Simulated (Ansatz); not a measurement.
# What isotropic strain +2.00 % does to AlN

Base system: AlN in the zinc blende structure (space group F-43m, No. 216; a = 4.370 Å).

Now apply this change: an isotropic linear strain of +2.00 %, atoms relaxed at fixed cell.

Method: r2SCAN (Ansatz, a first-principles code), no spin-orbit coupling. k-mesh 13×13×13 (Γ-centred); smearing 0.05 eV (Fermi–Dirac).

The space group remains F-43m (No. 216) and the shortest interatomic distance rises by 0.038 Å (1.892 Å → 1.930 Å). The energy rises by 23 meV/atom and the pressure decreases by 11.15 GPa, from 0.01 GPa to -11.14 GPa. The band gap shrinks by 0.05 eV to 3.89 eV and the gap character stays indirect, Γ → X. The smallest direct gap decreases by 0.54 eV, from 4.84 eV to 4.30 eV and the mean gap deformation potential ΔEg/Δln V amounts to -0.9 eV. The electron mass goes from 0.51 mₑ along k, 0.33 mₑ across (at X) to 0.52 mₑ along k, 0.33 mₑ across (at X) and the valley order (the lowest conduction-band minima on the path, energy above the VBM, named in the base's zone) goes from X along ⟨100⟩ 3.94 eV; Γ 4.84 eV to X along ⟨100⟩ 3.89 eV; Γ 4.30 eV.

Effective masses come from finite differences of ±0.01 Å⁻¹. Along k means along the line from Γ to the band edge. Stability against distortions was not tested. This is not the structure that AlN has at room temperature and ambient pressure.
